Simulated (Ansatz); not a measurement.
LiGeN (P6₃mc, No. 186, 6 atoms in the cell; start mp-1246087), treated with LDA (Ansatz, a program for electronic structure, plane waves, PAW).

Settings: plane-wave cutoff 520 eV, 12×12×4 k mesh (along the axes of the cell as run), Fermi–Dirac smearing 0.01 eV, scalar-relativistic PAW data made under PBE.

Cell (relaxed with PBEsol):

```xyz
6
Lattice="2.9792 0.0000 0.0000 -1.4896 2.5801 0.0000 0.0000 0.0000 9.3218" Properties=species:S:1:pos:R:3 pbc="T T T"
Li     1.4896     0.8600     6.9288
Li     0.0000     1.7201     2.2679
Ge     0.0000     0.0000     4.6408
Ge     0.0000     0.0000     9.3017
N      0.0000     1.7201     5.6258
N      1.4896     0.8600     0.9648
```

Question: What does this level give for the band gap, smallest direct gap on the k points sampled and direct gap at Γ?

Answer: 
- band gap = 1.48 eV (indirect)
- smallest direct gap on the k points sampled = 2.46 eV
- direct gap at Γ = 3.13 eV

Note: cell and atoms aren't relaxed at this level (largest force component 0.27 eV/Å, pressure -3.4 GPa).

Spin–orbit coupling is not included.

A start named mp-… is a Materials Project structure, which need not be a measured phase.
